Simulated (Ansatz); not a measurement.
These are PBE (plane waves to 420 eV, PAW; Ansatz, an electronic-structure program) values and carry that method's errors.

Planar average of the electrostatic potential across the slab, in eV from the Fermi level, for a constructed model of the (0001) surface of hcp Ru, p(2x2) surface alloy, Y on one Ru site of the top plane (bottom of the slab: a bare face, its two planes held):

(z (Å), V (eV)): (3.66, 5.04); (3.94, 5.04); (4.22, 5.04); (4.50, 5.04); (4.78, 5.03); (5.06, 5.01); (5.34, 4.98); (5.62, 4.92); (5.91, 4.80); (6.19, 4.55); (6.47, 4.03); (6.75, 2.99); (7.03, 0.84); (7.31, -4.31); (7.59, -14.75); (7.88, -24.83); (8.16, -27.75); (8.44, -21.46); (8.72, -10.43); (9.00, -2.69); (9.28, -2.08); (9.56, -8.31); (9.84, -19.42); (10.12, -27.42); (10.41, -26.80); (10.69, -17.99); (10.97, -7.15); (11.25, -2.06); (11.53, -3.73); (11.81, -12.51); (12.09, -23.26); (12.38, -28.23); (12.66, -23.91); (12.94, -13.34); (13.22, -4.06); (13.50, -1.71); (13.78, -5.76); (14.06, -16.16); (14.34, -25.79); (14.62, -27.86); (14.91, -20.89); (15.19, -9.81); (15.47, -2.64); (15.75, -2.52); (16.03, -9.40); (16.31, -20.50); (16.59, -27.74); (16.88, -26.08); (17.16, -16.69); (17.44, -6.18); (17.72, -1.89); (18.00, -4.40); (18.28, -12.29); (18.56, -19.78); (18.84, -22.26); (19.12, -18.81); (19.41, -12.03); (19.69, -6.83); (19.97, -3.97); (20.25, -1.39); (20.53, 0.82); (20.81, 1.98); (21.09, 2.53); (21.38, 2.83); (21.66, 3.00); (21.94, 3.09); (22.22, 3.15); (22.50, 3.18); (22.78, 3.19); (23.06, 3.20); (23.34, 3.21); (23.62, 3.21); (23.91, 3.21)

Model: 24-atom slab, 10.8 Å thick at the start, 8x8x1 mesh, Fermi-Dirac 0.1 eV, dipole correction, 8 atoms held, the rest relaxed; held to the start's symmetry, so lower structures may exist; no spin, no spin-orbit, no U. It is one candidate, not shown to be the stable structure of the face.

Q: The surface cell has an area of 25.66 Å². What dipole along the normal does the step between the two vacuum levels imply?

A: the top vacuum level lies 1.83 eV below the bottom one; p = −ε₀ A ΔV (ε₀ = 0.005526 e/(V·Å)) gives 0.26 e·Å a cell.
